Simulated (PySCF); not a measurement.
PySCF 2.14.0, B3LYP/def2-svp, df: La(F)2(OSiH3) ([F][La]([F])[O][SiH3]), 8 atoms. The geometry is a generated start, not checked to be a minimum at this level.

| Property | Value |
|---|---|
| task | energy |
| method | b3lyp |
| basis | def2-svp |
| two-electron scheme | density fitting |
| mol.max_memory | 3000 MB |
| mf.max_cycle | 100 |
| mf.conv_tol | 1e-09 (default) |
| mf.grids.level | 3 (default) |
| effective core potentials | those of the basis set, past Kr |
| basis functions | 107 |
| grid points | 115920 |

```xyz
8

La     0.5258     1.5244     1.1599
F      1.9350     2.9692     1.0710
F     -0.9895     2.0707     2.3603
O      0.4095    -0.2839     0.0226
Si    -0.3241    -1.3521    -0.9504
H     -1.6259    -1.7078    -0.3543
H      0.5698    -2.5166    -1.0419
H     -0.5006    -0.7038    -2.2672
```

Charge 0 and multiplicity 1 are set for this test and not shown to be the ground state.

With the defaults (mf.DIIS = CDIIS, mf.diis = true, mf.diis_space = 8, mf.damp = 0, mf.diis_start_cycle = 1, mf.init_guess = minao, mf.level_shift = 0, mf.diis_damp = 0) it converges in 13 Fock builds. One run each on 2 threads, 1 BLAS thread, with these changes:
- mf.DIIS = EDIIS
- mf.damp = 0.7, mf.diis_start_cycle = 8
- mf.diis_space = 20
- mf.diis_space = 3
- mf.diis_space = 5
- mf.level_shift = 1 Hartree
- mf.diis_damp = 0.3
- mf.init_guess = mod_huckel
- mf.diis = false

### Question
Name the settings that don't reach the solution of the defaults.

### Answer
No convergence: mf.DIIS = EDIIS; mf.diis = false (the run ends without SCF convergence in 100 cycles). The rest reach the solution of the defaults.

```csv
setting,Fock builds,end
the defaults,13,same solution
mf.diis_space = 20,13,same solution
mf.init_guess = mod_huckel,13,same solution
mf.diis_space = 5,13,same solution
mf.diis_damp = 0.3,13,same solution
"mf.damp = 0.7, mf.diis_start_cycle = 8",16,same solution
mf.diis_space = 3,18,same solution
mf.level_shift = 1 Hartree,48,same solution
mf.DIIS = EDIIS,101,no convergence
mf.diis = false,101,no convergence
```
